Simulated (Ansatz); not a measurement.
By PBEsol, the system below comes out a metal.

```xyz
1
Lattice="2.9824 0.0000 0.0000 0.0000 2.9824 0.0000 1.4912 -1.4912 1.4912" Properties=species:S:1:pos:R:3 pbc="T T T"
V      0.0000     0.0000     0.0000
```

Space group of this cell: Im-3m, bcc (W type). The cell is taken as given; by PBEsol its mean pressure is -4.5 GPa.

The current runs along the normal of the first two printed vectors, the (001) plane. All runs by Ansatz (a first-principles code), plane waves and PAW, without spin-orbit coupling; the base is PBEsol.

```csv
run,mean pressure (GPa),"G/A, both spins (10¹⁵ S/m²)"
base,-4.5,2.23
all lengths scaled by 0.98,7.7,2.34
all lengths scaled by 1.02,-14.0,2.10
"lengths across the current scaled by 0.98, ions clamped",3.4,(withheld)
"lengths across the current scaled by 1.02, ions clamped",-11.0,(withheld)
"lengths along the current scaled by 0.97, ions clamped",1.4,2.30
"lengths along the current scaled by 1.03, ions clamped",-9.4,(withheld)
```

### Question
Fill in the missing entries.

### Answer

- lengths across the current scaled by 0.98, ions clamped, G/A, both spins (10¹⁵ S/m²): 2.28
- lengths across the current scaled by 1.02, ions clamped, G/A, both spins (10¹⁵ S/m²): 2.15
- lengths along the current scaled by 1.03, ions clamped, G/A, both spins (10¹⁵ S/m²): 2.13
